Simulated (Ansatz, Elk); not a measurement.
An Ansatz (a program for electronic structure) input for a self-consistent single point of Yb (Fm-3m, 1 atom in the cell) (DFT, PBE with spin-orbit coupling, plane waves, default PAW files):

Ansatz 0.2 input:
```yaml
# Yb
crystal:
  lattice:
    - [0.00000000, 2.75187100, 2.75187100]
    - [2.75187100, 0.00000000, 2.75187100]
    - [2.75187100, 2.75187100, 0.00000000]
  atoms:
    - { symbol: Yb, position: [0.00000000, 0.00000000, 0.00000000] }
basis:
  ecutwfc: 420.0
kpoints:
  mp_grid: { grid: [7, 7, 7] }
hamiltonian:
  xc: pbe
  pseudopotentials: { kind: paw }
magnetization:
  noncollinear: true
  spin_orbit: true
scf:
  occupations: { method: fermi_dirac, width: 0.1 }
output:
  forces: true
  eigenvalues: true
  stress: true
```

Task: Write the same calculation as an input for Elk.

Result: One input that does it (others would too):

```
tasks
  0

xctype
  20

spinorb
  .true.

rgkmax
  8.0

gmaxvr
  14.0

nxlo
  2

lorbcnd
  .true.

lmaxi
  3

nempty
  10

stype
  3

swidth
  0.00367493

avec
    0.0000000000    5.2002825203    5.2002825203
    5.2002825203    0.0000000000    5.2002825203
    5.2002825203    5.2002825203    0.0000000000

sppath
  'species/'

atoms
  1   : nspecies
  'Yb.in'   : spfname
  1   : natoms; atposl, bfcmt below
  0.0000000000  0.0000000000  0.0000000000    0.0 0.0 0.0

ngridk
  7 7 7
```

Basis settings and potentials, where a program has them, do not carry over. This input uses DFT, PBE, spin-orbit coupling in second variation, all-electron FP-LAPW, Elk's shipped species files, APW+lo basis with extra local orbitals. Both were run: size of the net moment 0.00 μB/atom in Ansatz and 0.00 in Elk.

On Ansatz: the starting cell comes from a database of computed structures (which also holds hypothetical and non-ambient phases and stackings), without a prior relaxation at this level. Its lattice was rescaled by a random factor within 2.5 % of one.

On Elk: the starting cell comes from a database of computed structures (which also holds hypothetical and non-ambient phases and stackings), without a prior relaxation at this level. Its lattice was rescaled by a random factor within 2.5 % of one. Values depend on the basis (sphere radii, cutoffs, local orbitals), which need not be converged.
